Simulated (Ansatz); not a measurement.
For PtPb (P6₃/mmc, No. 194; start mp-1066274; cell taken from a computed entry), PBEsol (plane waves, PAW; Ansatz, a first-principles code) gives:

```
Quantity                          Value
------------------------------  -------
equilibrium lattice constant a  4.297 Å
c axis length                   5.478 Å
bulk modulus                    110 GPa
```

### Question
What does r²SCAN (Ansatz, plane waves, PAW) give for the same quantities?

### Answer

- lattice constant a: 4.323 Å (increases by 0.6 %)
- lattice parameter c: 5.520 Å (rises by 0.8 %)
- bulk modulus: 105 GPa (drops by 4.5 %)

Changes are worked out from the printed values.

Unless a cell is named, each level is at its own relaxed cell (PBEsol 21.90, r²SCAN 22.33 Å³/atom).

Levels without +SOC leave out spin–orbit coupling, which shifts energies and cells of such heavy elements.

The crystal itself was run without spin with PBEsol, r²SCAN; a magnetic state was not tried in these runs.

Caveats: the bulk modulus is −V dP/dV from two relaxed cells at ±2 % in volume (PBEsol, r²SCAN); the relaxation could not lower the start's symmetry, so the cell can be a saddle point above a distorted one (PBEsol, r²SCAN). Ansatz's density-functional and Hartree–Fock values are scalar-relativistic unless marked +SOC, with PAW data made under PBE.

A start named mp-… is a Materials Project structure, which need not be a measured phase.
